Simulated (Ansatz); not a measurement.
Data:

End structure of Pt on a Ru site (middle of the slab) in a 3x3 cell of the 1x1 (0001) surface of hcp Ru:

```xyz
36
Lattice="8.1642 0.0000 0.0000 -4.0821 7.0704 0.0000 0.0000 0.0000 25.5000" Properties=species:S:1:pos:R:3 pbc="T T T"
Ru     1.3607     0.7856     9.5965
Ru     0.0000     3.1424     9.5965
Ru    -1.3607     5.4992     9.5965
Ru     4.0821     0.7856     9.5965
Ru     2.7214     3.1424     9.5965
Ru     1.3607     5.4992     9.5965
Ru     6.8035     0.7856     9.5965
Ru     5.4428     3.1424     9.5965
Ru     4.0821     5.4992     9.5965
Pt     0.0000     1.5712    11.7178
Ru    -1.3733     3.9524    11.6820
Ru    -2.7065     6.2617    11.6820
Ru     2.7489     1.5699    11.6820
Ru     1.3733     3.9524    11.6820
Ru     0.0000     6.2848    11.6798
Ru     5.4153     1.5699    11.6820
Ru     4.0821     3.9280    11.6691
Ru     2.7065     6.2617    11.6820
Ru     1.3743     0.7777    13.8735
Ru     0.0000     3.1581    13.8735
Ru    -1.3589     5.5002    13.8505
Ru     4.0821     0.7835    13.8505
Ru     2.7241     3.1439    13.8454
Ru     1.3589     5.5002    13.8505
Ru     6.7899     0.7777    13.8735
Ru     5.4401     3.1439    13.8454
Ru     4.0821     5.4961    13.8454
Ru     0.0000     1.5712    15.9306
Ru    -1.3609     3.9272    15.9229
Ru    -2.7222     6.2851    15.9229
Ru     2.7208     1.5718    15.9229
Ru     1.3609     3.9272    15.9229
Ru     0.0000     6.2848    15.9260
Ru     5.4434     1.5718    15.9229
Ru     4.0821     3.9280    15.9186
Ru     2.7222     6.2851    15.9229
```

Slab: 36 atoms, 6.3 Å thick at the start (thin: gaps and levels are the slab's own); k 4x4x1, smearing 0.1 eV, dipole-corrected; 9 atoms held, the rest relaxed; held to the start's symmetry, so lower structures may exist; no spin, no spin-orbit, no U.

**Question.** Predict the change of the work function from PBE (Ansatz, a quantum-chemistry and plane-wave program).

**Answer.** -0.011 eV

**Question.** What formation energy against fcc Pt, hcp Ru does PBE give?

**Answer.** 4.7 kcal/mol

**Question.** What is the computed work function of the top face (PBE)?

**Answer.** 4.99 eV

**Question.** Estimate the change of the step from the bottom to the top vacuum level, against the clean slab that PBE returns for this input.

**Answer.** -0.058 eV
